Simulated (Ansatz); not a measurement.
# InP: isotropic strain −5.47 %

Base system: InP in the zinc blende structure (space group F-43m, No. 216; a = 5.960 Å).

Perturbation: an isotropic linear strain of −5.47 %; the atoms relax in the strained cell.

The values are results of PBE in Ansatz (plane waves to 420 eV, PAW, scalar-relativistic without spin-orbit coupling), earlier PAW set, not measurements. k-mesh 10×10×10 (Γ-centred); smearing 0.05 eV (Fermi–Dirac).

```json
[
 {"quantity": "volume per atom", "base": "26.46 Å³", "changed": "22.35 Å³", "shift": "-4.11 Å³"},
 {"quantity": "space group", "base": "F-43m (No. 216)", "changed": "F-43m (No. 216)", "shift": "–"},
 {"quantity": "shortest interatomic distance", "base": "2.581 Å", "changed": "2.440 Å", "shift": "-0.141 Å"},
 {"quantity": "energy relative to the base (free energy F)", "base": "0 meV/atom", "changed": "+163 meV/atom", "shift": "+163 meV/atom"},
 {"quantity": "pressure", "base": "0.00 GPa", "changed": "14.83 GPa", "shift": "+14.837 GPa"},
 {"quantity": "band gap", "base": "0.44 eV", "changed": "1.35 eV", "shift": "+0.91 eV"},
 {"quantity": "gap character", "base": "direct at Γ", "changed": "direct at Γ", "shift": "–"},
 {"quantity": "width of the top valence band", "base": "2.69 eV", "changed": "3.49 eV", "shift": "+0.80 eV"},
 {"quantity": "electron mass", "base": "0.037 mₑ (at Γ)", "changed": "0.098 mₑ (at Γ)", "shift": "–"},
 {"quantity": "valley order (the lowest conduction-band minima on the path, energy above the VBM, named in the base's zone)", "base": "Γ 0.44 eV; L along ⟨111⟩ 1.38 eV; X along ⟨100⟩ 1.85 eV", "changed": "Γ 1.35 eV; X along ⟨100⟩ 1.54 eV; L along ⟨111⟩ 1.78 eV", "shift": "–"}
]
```

Final structure:

```
CELL_PARAMETERS angstrom
      0.00000     2.81690     2.81690
      2.81690     0.00000     2.81690
      2.81690     2.81690     0.00000
ATOMIC_POSITIONS crystal
  P  0.75000 0.75000 0.75000
  In 0.00000 0.00000 0.00000
```

Cost of the whole job for the changed cell (relaxation, final SCF and bands): very roughly 18 core-seconds.

Effective masses come from finite differences of ±0.01 Å⁻¹. Stability against distortions was not tested.

Ansatz is a program for electronic structure.
